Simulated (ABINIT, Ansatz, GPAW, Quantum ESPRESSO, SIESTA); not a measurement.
# Code comparison for Si2W (I4/mmm, 3 atoms in the cell)

Self-consistent single point.

```
CELL_PARAMETERS angstrom
     -1.57297     1.57297     3.81755
      1.57297    -1.57297     3.81755
      1.57297     1.57297    -3.81755
ATOMIC_POSITIONS crystal
  Si 0.33499 0.33499 0.00000
  Si 0.66501 0.66501 0.00000
  W  0.00000 0.00000 0.00000
```

All programs got the same cell, k-point mesh and kind of occupations (in Ansatz's words: kpoints.mp_grid.grid = 15 15 15; scf.occupations.method = fermi_dirac; scf.occupations.width = 0.05 eV); potentials, basis and cutoffs are each program's usual ones.

```
code                                                                                                                                model  pressure (GPa)  largest force (eV/Å)  k-points       cutoff
----------------  -----------------------------------------------------------------------------------------------------------------------  --------------  --------------------  --------  -----------
SIESTA            GGA PBE, numerical atomic orbitals TZP, PseudoDojo PBE standard norm-conserving potentials (rewritten from UPF to PSML)           21.71                 0.340      1688  grid 300 Ry
ABINIT                                                           PBE, norm-conserving pseudopotentials (PseudoDojo nc-sr-05 PBE standard)           21.97                 0.315       288      1007 eV
GPAW                                                                                         PBE, GPAW PAW datasets PBE (gpaw-data 1.0.1)           22.93                 0.331       288       600 eV
Ansatz                                                                                                             PBE, default PAW files           21.89                 0.314       288       420 eV
Quantum ESPRESSO                                                                           PBE, GBRV 1.5 ultrasoft (PBE) pseudopotentials           20.45                 0.319       288        40 Ry
```

The spread over the programs that give each value: pressure within 2.48 GPa; largest force within 0.026 eV/Å.

The starting cell comes from a database of computed structures (which also holds hypothetical and non-ambient phases and stackings), without a prior relaxation at this level. Its lattice was rescaled by a random factor within 2.5 % of one. On Ansatz's run: Spin-orbit coupling is off. Spin polarisation is off. In the base run, with a pressure of about 22 GPa the cell is away from its equilibrium volume at this level.

Question: Why do the programs differ, and what cannot be compared?

Answer: Differences of this kind can come from the potentials, where these differ, and from what each basis and cutoff leave unconverged. The zero of total energies and Fermi levels follows the potentials and each program's conventions, so they are not compared here. SIESTA uses small atom-centred bases, whose incompleteness enters pressures, forces and empty levels differently from a plane-wave cutoff. Ansatz's pressure is given at a fixed set of plane waves, as the other plane-wave codes print theirs; with its correction for the finite basis it is 21.95 GPa. The programs reduce the same mesh by symmetry to different extents, which changes the work and not the result. In the pressure, Quantum ESPRESSO (by 1.48) lies more than 1 GPa from the median of the plane-wave programs.

Left out of this page: Elk and FLEUR (not drawn, or without a comparable value).

Ansatz is a quantum-chemistry and plane-wave program.

Keys are those of Ansatz 0.2.
